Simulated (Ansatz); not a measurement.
TiGe (model structure, started from the rocksalt type, Fm-3m, No. 225, 2 atoms in the cell): properties by level of theory

| level (code) | equilibrium lattice constant a (Å) | enthalpy of formation (eV/atom) |
|---|---|---|
| PBE (Ansatz) | 5.194 | ? |
| PBEsol (Ansatz) | 5.125 | -0.536 |
| PBE-D3(BJ) (Ansatz) | 5.124 | -0.516 |
| r²SCAN (Ansatz) | ? | -0.549 |

### Question
Fill in the missing entries.

### Answer

- PBE (Ansatz, a quantum-chemistry and plane-wave program), enthalpy of formation (eV/atom): -0.476
- r²SCAN (Ansatz), equilibrium lattice constant a (Å): 5.174

Ansatz's density-functional and Hartree–Fock values are scalar-relativistic unless marked +SOC, with PAW data made under PBE.

The crystal itself was run without spin with r²SCAN; a magnetic state was not tried in these runs.

A model structure was made by putting elements into a prototype or built by hand; it is no filed structure, need not be a known phase, and can be a saddle point held by its symmetry.
